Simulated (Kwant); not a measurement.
System: GaN/Al0.2Ga0.8N stack with 1 barrier. One parabolic valley. Leads of mass 0.2 mₑ with the band edge at 0; grid 0.1 nm; bias 0 V, dropping linearly over the stack.

```
layer  thickness (nm)  band offset (eV)  mass (mₑ)
-----  --------------  ----------------  ---------
1                 3.8              0.35       0.22
```

The device is made up for the run: typed textbook-type constants, with dimensions and the other settings drawn at random.

Kwant, one-band effective-mass tight-binding model in one dimension, coherent, no space charge.

Task: Work out the transmission below the barrier top from T = 1/(1 + ((ζ + 1/ζ)/2)² sinh²(κa)), ζ = (k/m_lead)/(κ/m_barrier).

Result: E = 0.05474 eV: k = 0.5360 nm⁻¹, κ = 1.306 nm⁻¹, ζ = 0.4516, T = 0.000110. The simulation gives 0.000111; the estimate lies 1.0 % below. E = 0.1475 eV: k = 0.8798 nm⁻¹, κ = 1.081 nm⁻¹, ζ = 0.8950, T = 0.00106. The simulation gives 0.00107, the same within the digits that matter. E = 0.227 eV: k = 1.091 nm⁻¹, κ = 0.8429 nm⁻¹, ζ = 1.424, T = 0.00583. The simulation gives 0.00583, the same within the digits that matter. What differs comes from the grid.
